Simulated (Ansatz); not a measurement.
Start from GaAs in the zinc blende structure (space group F-43m, No. 216; a = 5.659 Å). Axes: x, y, z lie along the cube axes.

It is then changed as follows: compressive biaxial strain of 1.02 % in the plane normal to [001], as in epitaxy on a mismatched substrate; the out-of-plane cell vector and the atoms relax.

Levels (all Ansatz, a quantum-chemistry and plane-wave program, PAW): PBEsol (420 eV, spin-orbit coupling left out); HSE06+SOC (420 eV, noncollinear with spin-orbit coupling).

The geometry is relaxed with PBEsol.

| Property | Result |
|---|---|
| PBEsol valence-band top at Γ | 0.00, 0.00, -0.12 eV |
| PBEsol lowest conduction level above the VBM at special points | Γ 0.46 eV; N 0.91 eV; X 1.26 eV |

Task: What does HSE06+SOC give at this geometry for the valence-band top at Γ and lowest conduction level above the VBM at special points?

Result: The valence-band top at Γ (three highest Kramers pairs, from the VBM) becomes 0.00, -0.07, -0.42 eV (PBEsol: 0.00, 0.00, -0.12 eV); the lowest conduction level above the VBM at special points becomes Γ 1.32 eV; N 1.61 eV; X 1.84 eV (PBEsol: Γ 0.46 eV; N 0.91 eV; X 1.26 eV).

Single points use the geometry relaxed with PBEsol. The spin-orbit shifts are approximate. The levels and masses belong to the bands next to the band gap. Stability against distortions was not tested. Labels are those of the standard path for the cell's own space group.
